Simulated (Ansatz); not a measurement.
BAs (F-43m) under uniaxial stress along [110] (compression positive): electron conductivity mass by r2SCAN with spin-orbit coupling, rigid bands (plane waves, PAW; Ansatz, a quantum-chemistry and plane-wave program). The unloaded cell, whose axes the loads refer to:

```
CELL_PARAMETERS angstrom
      0.00000     2.38394     2.38394
      2.38394     0.00000     2.38394
      2.38394     2.38394     0.00000
ATOMIC_POSITIONS crystal
  B  0.00000 0.00000 0.00000
  As 0.25000 0.25000 0.25000
```

| uniaxial stress along [110] (compression positive) (GPa) | volume per atom (Å³) | electron conductivity mass (mₑ) |
|---|---|---|
| -16 | 14.15 | 0.357 |
| -9.6 | 13.89 | 0.336 |
| -3.2 | 13.65 | 0.301 |
| 0 | 13.55 | 0.297 |
| 3.2 | 13.45 | 0.297 |
| 9.6 | 13.26 | ? |

Fit a straight line to ln(electron conductivity mass) against the load over the rows given, and predict the row at 9.6 GPa.

The means are x̄ = -5.120 GPa and ȳ = -1.1499; Σ(x − x̄)(y − ȳ) = -2.529 and Σ(x − x̄)² = 237.6, so the slope is -1.06 % per GPa, and the rows given lie within 3.0 % of the line. At 9.6 GPa the line gives 0.271 mₑ; the calculation gives 0.296 mₑ, 8.5 % from it, so the trend bends or changes character over this range.

Masses are for dilute carriers at 300 K, harmonic means over directions unless an axis is named. Stresses and pressures are the targets of the relaxation. The structure type is held at every load. Geometry: cell and atoms relaxed with PBEsol.
